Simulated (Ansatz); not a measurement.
Structures of equal composition on the (000-1) surface of wurtzite GaN (N plane on top): 2x2 In adatom at H3; 2x2 In adatom at T4. The slabs share one bottom face, and each structure is named by its start. These are constructed structures in small cells; real faces may alloy, dewet or reconstruct in larger ones, and not all known structures of the face are among them. Slabs of about 14 Å, Fermi-Dirac smearing of 0.025 eV. Bottom of the slabs: H caps. Relaxed from the named starts with such symmetry as they have, on meshes of like density; energies extrapolated to zero smearing; spin only where a row says so; no spin-orbit coupling, no U. Brackets mark spin-polarised runs, whose order is one that fits the cell. Where a second, spin-polarised start was run, the lower counts.

The numbers are results of PBE (plane waves to 420 eV, PAW; Ansatz, a program for electronic structure), not measurements.

Rank these by energy per 1x1 cell (lowest first), as PBE gives it.

2x2 In adatom at H3 (0.000 eV, gap 0.26 eV on the mesh), 2x2 In adatom at T4 (0.126 eV (3 In–N bonds formed), a narrow gap of 0.18 eV by band count)
